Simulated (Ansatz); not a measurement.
## Effect of isotropic strain −3.00 % on TiO2

Consider TiO2 in the rutile structure (space group P4_2/mnm, No. 136; a = 4.591 Å, c = 2.939 Å).

Modification: an isotropic linear strain of −3.00 %, atoms relaxed at fixed cell.

Method: PBEsol (Ansatz, a quantum-chemistry and plane-wave program; PAW; 420 eV plane waves; no SOC). k-mesh 7×7×11 (Γ-centred); smearing 0.05 eV (Fermi–Dirac).

- Volume per atom: 9.42 Å³ (base 10.33 Å³)
- Space group: P4_2/mnm (No. 136) (base P4_2/mnm (No. 136))
- Energy relative to the base (free energy F): +68 meV/atom
- Band gap: 1.97 eV (base 1.87 eV)
- Gap character: direct at Γ (base direct at Γ)
- Mean gap deformation potential ΔEg/Δln V: -1.1 eV
- Width of the top valence band: 1.82 eV (base 1.65 eV)
- Electron mass: 0.48 mₑ along c, 1.0 mₑ across (at Γ) (base 0.54 mₑ along c, 1.1 mₑ across (at Γ))
- Valence-band top at Γ (three highest levels, from the VBM): 0.00, -0.52, -0.52 eV (base 0.00, -0.45, -0.45 eV)
- Largest internal atomic displacement: 0.018 Å

Masses are band curvatures over ±0.01 Å⁻¹ around the edge. No phonon test of stability was made. The final runs are not spin-polarised.
